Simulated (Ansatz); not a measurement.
Hf₂N₂O (Cc, No. 9, 10 atoms in the cell; start mp-1178187), treated with r²SCAN (PAW; Ansatz, a quantum-chemistry and plane-wave program).

Run with plane-wave cutoff 560 eV, 8×8×8 k mesh, Fermi–Dirac smearing 0.01 eV, scalar-relativistic PAW data made under PBE.

Cell (relaxed with PBEsol):

```
CELL_PARAMETERS angstrom
      4.65677    -2.74756     0.00291
      4.65677     2.74756     0.00291
     -3.19533     0.00000     4.84724
ATOMIC_POSITIONS crystal
  Hf 0.67034 0.13433 0.42703
  Hf 0.13433 0.67034 0.92703
  Hf 0.84966 0.37114 0.07077
  Hf 0.37114 0.84966 0.57077
  N  0.04057 0.94906 0.73537
  N  0.94906 0.04057 0.23537
  N  0.54527 0.74578 0.25305
  N  0.74578 0.54527 0.75305
  O  0.25171 0.44214 0.26378
  O  0.44214 0.25171 0.76378
```

Q: Estimate the band gap, smallest direct gap on the k points sampled and Γ–Γ gap that the calculation returns.

A: 
- band gap: 2.85 eV
- smallest direct gap on the k points sampled: 2.86 eV
- Γ–Γ gap: 3.73 eV

Note: cell and atoms aren't relaxed at this level (largest force component 0.08 eV/Å, pressure 2.7 GPa).

Spin–orbit coupling is not included.

The computed numbers hold no vibrational or temperature effects.

It cost very roughly 6 core-minutes of CPU time.

A start named mp-… is a Materials Project structure, which need not be a measured phase.
